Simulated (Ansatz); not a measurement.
Pressure series in hypothetical diamond Be

Consider Be in the diamond structure (space group Fd-3m, No. 227; a hypothetical phase, not in the database extracts checked).

```
Be
1.0
    0.00000     2.43704     2.43704
    2.43704     0.00000     2.43704
    2.43704     2.43704     0.00000
Be
2
Cartesian
  3.65556   3.65556   3.65556
  2.43704   2.43704   2.43704
```

Cell and atoms are relaxed at each pressure.

The values are results of PBEsol, PAW, 420 eV (Ansatz, a quantum-chemistry and plane-wave program; scalar-relativistic without spin-orbit coupling), not measurements.

| P (GPa) | V (Å³/atom) |
|---|---|
| -1.98 | 15.178 |
| -0.99 | 14.805 |
| 0.30 | 14.380 |
| 0.70 | 14.258 |
| 1.50 | 14.027 |
| 3.01 | 13.632 |
| 5.00 | 13.177 |
| 7.49 | 12.684 |
| 10.00 | 12.258 |

Question: Fit a third-order Birch–Murnaghan equation of state.

Answer: Least squares on P(V) = (3B₀/2)[(V₀/V)^(7/3) − (V₀/V)^(5/3)]·[1 + (3/4)(B₀′ − 4)((V₀/V)^(2/3) − 1)] gives V₀ = 14.47 Å³/atom, B₀ = 45 GPa and B₀′ = 3.4.

Load acts through the strain it causes; cell and atoms are relaxed under it. Stability against distortions was not tested. No other phases were tried under pressure.
